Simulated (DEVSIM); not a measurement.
System: Ru/SiO2/n-Si capacitor, at 300 K.

```
layer (left to right)  material  thickness (nm)  Nd (cm⁻³)
---------------------  --------  --------------  ---------
1                          SiO2            9.60          -
2                            Si            4300     1.8e16
```

Metal gate on the left, work function 4.7 eV. Fixed charge at the semiconductor interface 2.4e10 cm⁻² (in units of +e); interface traps 4.4e12 cm⁻² eV⁻¹, uniform in energy, neutral level at 0.7 of the gap above the valence band.

The device is made up for the run: typed textbook-type constants, with dimensions and the other settings drawn at random. Values at 300 K.

```
parameter      SiO2       Si
-------------  ----  -------
gap (eV)          9    1.124
affinity (eV)   0.9     4.05
permittivity    3.9     11.7
Nc (cm⁻³)         -  2.86e19
Nv (cm⁻³)         -   3.1e19
```

Model (solved in DEVSIM): 1D Poisson equation in equilibrium, Boltzmann statistics, complete ionisation; no quantum confinement or tunnelling. Metal contacts follow the ideal Schottky-Mott rule: no Fermi-level pinning, no interface dipoles.

The gate work function was swept, all else fixed.

| gate work function (eV) | flat-band voltage (V) |
|---|---|
| 4.4 | 0.44 |
| 4.55 | 0.59 |
| 4.7 | 0.74 |
| 4.85 | 0.89 |
| 5 | 1.04 |

From the first row to the last the flat-band voltage goes from 0.44 to 1.04.
